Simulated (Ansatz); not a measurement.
Quick settings and what they miss: Te4Pt3 (R-3m, 7 atoms in the cell)

Self-consistent single point.

```xyz
7
Lattice="1.9738 1.1396 12.1385 -1.9738 1.1396 12.1385 0.0000 -2.2792 12.1385" Properties=species:S:1:pos:R:3 pbc="T T T"
Te     0.0000     0.0000     1.9226
Te     0.0000     0.0000    34.4928
Te     0.0000     0.0000     7.4312
Te     0.0000     0.0000    28.9842
Pt     0.0000     0.0000    12.8634
Pt     0.0000     0.0000    23.5520
Pt     0.0000     0.0000    18.2077
```

Level of theory: LDA (PW92), PAW files made with PBE (plane waves; Ansatz, a program for electronic structure).

Base settings: basis.ecutwfc = 420 eV; kpoints.mp_grid.grid = 7 7 7; hamiltonian.xc = lda; hamiltonian.pseudopotentials = {kind: paw} (the program's default PAW files); scf.occupations.method = gaussian; scf.occupations.width = 0.1 eV.

Tight run (finer mesh or higher cutoff; not a proven limit): basis.ecutwfc: 420 eV → 590 eV; kpoints.mp_grid.grid: 7 7 7 → 10 10 10; scf.convergence.dr2_threshold: default (1e-07 eV) → 1e-09 eV. It gave Fermi level (on the code's own zero) 13.86 eV; pressure 0.37 GPa; largest force (vector length) 0.336 eV/Å.

Quick runs, as changes from the base:
- A: the base itself
- B: basis.ecutwfc: 420 eV → 250 eV; kpoints.mp_grid.grid: 7 7 7 → 3 3 3
- C: basis.ecutwfc: 420 eV → 295 eV; kpoints.mp_grid.grid: 7 7 7 → 8 8 8; hamiltonian.xc: lda → pbesol [PBEsol]
- D: basis.ecutwfc: 420 eV → 210 eV; kpoints.mp_grid.grid: 7 7 7 → 8 8 8; hamiltonian.xc: lda → pbesol [PBEsol]
- E: basis.ecutwfc: 420 eV → 335 eV; kpoints.mp_grid.grid: 7 7 7 → 2 2 2
- F: basis.ecutwfc: 420 eV → 250 eV; kpoints.mp_grid.grid: 7 7 7 → 6 6 6; scf.occupations.method: gaussian → cold; scf.occupations.width: 0.1 eV → 0.272 eV

Energies are extrapolated to zero smearing width, which holds to low order in the width alone.

Dashes: energy of C, D, another energy zero.

† marks runs with another functional, U, potentials or spin treatment: their distance from the tight run is not a convergence error alone.

The count of work is k-points × plane waves × bands × iterations; it is no time. 

Pressures in the table are Ansatz's without its Pulay estimate, at a fixed set of plane waves; the tight run's value above holds the estimate.

The starting cell comes from a database of computed structures (which also holds hypothetical and non-ambient phases and stackings), without a prior relaxation at this level. Its lattice was rescaled by a random factor within 2.5 % of one. Spin polarisation is off.

```csv
run,energy less tight (meV/atom),pressure less tight (GPa),largest miss in a force vector (eV/Å),count of work / tight
A,4.5,-0.02,0.037,0.18
B,994.8,-50.28,0.529,0.014
C†,–,-5.42,0.252,0.18
D†,–,-196.97,0.609,0.096
E,-36.8,-1.49,1.345,0.017
F,998.9,-50.53,0.384,0.067
```

Among the runs at the tight run's level, the energy misses run from 4.5 to 998.9 meV/atom.

Keys are those of Ansatz 0.2.
